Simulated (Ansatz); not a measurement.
Relaxation of the outer planes of the (100) surface of rutile IrO2 in its 1x1 cell (cut with top plane O, bottom plane O), outermost plane spacing 0.87 Å in the ideal cut.

The numbers are results of PBE (plane waves to 420 eV, PAW; Ansatz, an electronic-structure program), not measurements.

Slab: 15 atoms, Ir5O10, 10.8 Å thick at the start; k 12x8x1, smearing 0.1 eV, dipole-corrected; all atoms relaxed; start symmetry kept, larger cells not searched; no spin, no spin-orbit, no U.

| plane | atoms | bulk spacing to the next (Å) | relaxed spacing (Å) | change (%) | rumpling (Å) |
|---|---|---|---|---|---|
| 1 | O | 0.868 | (withheld) | (withheld) | 0.00 |
| 2 | Ir | 0.868 | 0.815 | -6.0 | 0.00 |

### Question
Some entries are withheld; supply them.

### Answer

- 1, relaxed spacing (Å): 0.952
- 1, change (%): 9.8
